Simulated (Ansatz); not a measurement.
The starting structures come from a database of crystals and need not be the phases stable at ambient conditions.

 Where the default PAW files enter, the runs use the earlier of Ansatz's two default sets.

Tunnelling through a barrier is set by its complex band structure: the current falls as exp(−2κd) with the smallest κ.

Data:

```
CELL_PARAMETERS angstrom
      4.00390     0.00000     0.00000
      0.00000     4.00390     0.00000
      0.00000     0.00000     5.62318
ATOMIC_POSITIONS crystal
  Zn 0.00000 0.00000 0.00000
  Sn 0.50000 0.50000 0.50000
  P  0.00000 0.50000 0.22706
  P  0.50000 0.00000 0.77294
```

Space group of this cell: P-4m2. The cell is taken as given.

Transport runs along the normal of the first two printed cell vectors, the (001) plane of the conventional cell.

The gap is the functional's own. No spin-orbit coupling. Mid-gap values are interpolated on the energy grid.

Q: Predict the band gap and the smallest decay constant κ at mid-gap from r2SCAN (Ansatz, a quantum-chemistry and plane-wave program).

A: Gap 0.87 eV on a 8×8×6 mesh; κ = 0.082 1/Å, at the zone centre.
